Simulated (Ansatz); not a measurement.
Formation energies of neutral defects against the elements (graphite for carbon, diatomic gases, S8), in rock-salt TiN (eV), each at one geometry relaxed with PBE and evaluated in Ansatz (an electronic-structure program) with PBE, r2SCAN. Details: 64-site cell; 4×4×4 shifted k-points; no spin–orbit coupling; no Hubbard U; energies good to tenths of an eV; the relaxation kept the symmetry of the starting site.

```
defect               PBE  r2SCAN
-----------------  -----  ------
H on the N site     2.21    2.78
Sc on the Ti site  -0.25   -0.40
Y on the Ti site    1.67    1.56
B on the N site     2.36    2.60
Ta on the Ti site   1.46    1.60
Mg on the Ti site   1.47    1.36
S on the N site     3.00    3.09
B on the Ti site    7.00    7.67
C on the N site     1.56    1.67
```

PBE less r2SCAN: over the 9 rows with both numbers (drawn at random from the settled rows of this host; unsettled states are left out), mean -0.16 eV, median -0.11 eV, mean size 0.25 eV, from -0.67 to 0.15 eV.
